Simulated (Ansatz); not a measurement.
Where the default PAW files enter, the runs use the earlier of Ansatz's two default sets.

Evanescent states of LiCl (Fm-3m, rock salt, 2 atoms a cell, 16.4 Å³ an atom) along the normal of (111)

The numbers are results of r2SCAN (plane waves, PAW; Ansatz, an electronic-structure program), not measurements.

The gap is the functional's own, uncorrected, and κ follows it; spin-orbit coupling is left out. Mid-gap values are interpolated between the computed energies.

Energies count from the valence-band top; κ is the least over a 12×12 mesh across the current.

```tsv
E (eV)	κ (1/Å)	where
0.17	0.137	Γ
0.49	0.228	Γ
0.82	0.285	Γ
1.16	0.326	Γ
1.49	0.357	Γ
1.81	0.380	Γ
2.15	0.399	Γ
2.48	0.413	Γ
2.81	0.423	Γ
3.13	0.429	Γ
3.46	0.432	Γ
3.79	0.432	Γ
4.12	0.429	Γ
4.46	0.423	Γ
4.79	0.414	Γ
5.12	0.401	Γ
5.45	0.384	Γ
5.78	0.363	Γ
6.11	0.335	Γ
6.43	0.300	Γ
6.76	0.253	Γ
7.09	0.183	Γ
```

Problem. How thick must the barrier be to attenuate the transmission by 10^4 when the electrodes' Fermi level lies at 3.46 eV, and what attenuation does that film give at 5.78 eV?

Solution. d = 4 ln 10 / (2 × 0.432) = 10.7 Å. At 5.78 eV it gives 4 × 0.363/0.432 = 3.4 decades.
